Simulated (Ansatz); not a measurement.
Converging the plane-wave cutoff: V3Sn (Pmm2, 8 atoms in the cell)

```
CELL_PARAMETERS angstrom
      4.96328     0.00000     0.00000
      0.00000     4.96328     0.00000
      0.00000     0.00000     4.96328
ATOMIC_POSITIONS crystal
  V  0.50000 0.25000 0.00000
  V  0.50000 0.75000 0.00000
  V  0.26007 0.00000 0.50000
  V  0.75000 0.00000 0.50000
  V  0.00000 0.50000 0.25000
  V  0.00000 0.50000 0.75000
  Sn 0.50000 0.50000 0.50000
  Sn 0.00000 0.00000 0.00000
```

Computed with PBEsol, default PAW files made with PBE (plane waves; Ansatz, an electronic-structure program).

Base settings: basis.ecutwfc = 420 eV; kpoints.mp_grid.grid = 3 3 3; hamiltonian.xc = pbesol; hamiltonian.pseudopotentials = {kind: paw} (the program's default PAW files); scf.occupations.method = gaussian; scf.occupations.width = 0.1 eV.

The second cell is the first with its lattice scaled by 0.98.

The mesh stays at the base's, so the ladder's end is converged at best in this setting alone.

The first pressure column holds Ansatz's estimate of the finite-basis (Pulay) stress, which hides part of the cutoff error; the other is without it.

Only quantities that move along the ladder and can be compared are tabulated.

The count of work is k-points × plane waves × bands × iterations; it is no time. 

The starting cell comes from a database of computed structures (which also holds hypothetical and non-ambient phases and stackings), without a prior relaxation at this level. Its lattice was rescaled by up to half a per cent. One atom was moved a little off its site on purpose. Spin polarisation is off. In the base run, with a pressure of about -7 GPa the cell is away from its equilibrium volume at this level. Without a gap this mesh is coarse (it stands for a supercell whose shortest vector is 15 Å).

```tsv
basis.ecutwfc	free energy less the last step's (meV/atom)	energy of the compressed cell less the first (meV/atom)	pressure (GPa)	pressure without the Pulay estimate (GPa)	largest difference of a force vector from the last step's (eV/Å)	count of work / last
145 eV	37658.01	570.84	-27.01	-1232.40	1.648	0.074
170 eV	16817.26	749.99	-8.43	-662.27	0.324	0.099
190 eV	8985.39	110.20	-14.77	-401.27	0.851	0.11
210 eV	4602.92	-63.20	-15.15	-235.73	0.540	0.12
230 eV	2401.45	-12.60	-7.75	-141.49	0.361	0.11
250 eV	1221.76	-48.09	-5.81	-84.49	0.100	0.12
295 eV	192.33	-3.65	-5.26	-23.21	0.015	0.15
335 eV	29.09	-8.85	-6.47	-9.65	0.005	0.20
380 eV	4.46	-9.26	-6.54	-6.91	0.000	0.24
420 eV	2.01	-9.56	-6.58	-6.66	0.000	0.27
460 eV	1.26	-9.65	-6.60	-6.65	0.000	0.31
505 eV	0.81	-9.71	-6.61	-6.63	0.000	0.35
565 eV	0.56	-9.74	-6.62	-6.63	0.000	0.42
630 eV	0.36	-9.75	-6.62	-6.63	0.000	0.49
735 eV	0.14	-9.76	-6.62	-6.63	0.000	0.62
840 eV	0.09	-9.77	-6.62	-6.62	0.000	0.76
1010 eV	0.00	-9.77	-6.62	-6.62	0.000	1.0
```

Coarsest basis.ecutwfc that holds the pressure without the Pulay estimate within 1 GPa of the last step, with all finer ones: 380 eV, at 0.24 of the last step's count of work; the step before is off by 3.0 GPa.

Coarsest basis.ecutwfc that holds the pressure within 0.1 GPa of the last step, with all finer ones: 380 eV, at 0.24 of the last step's count of work; the step before is off by 0.15 GPa.

Coarsest basis.ecutwfc that holds the forces within 0.02 eV/Å of the last step, with all finer ones: 295 eV, at 0.15 of the last step's count of work; the step before is off by 0.100 eV/Å.

The energy difference between the two cells stays within 1 meV/atom of the last step's from 335 eV on, the total only from 505 eV on: much of the error is common to both cells and cancels.

At the lowest cutoff the pressure without the Pulay estimate lies 1230 GPa under the last step's, the usual sign of Pulay stress in an incomplete plane-wave basis.

Keys are those of Ansatz 0.2.
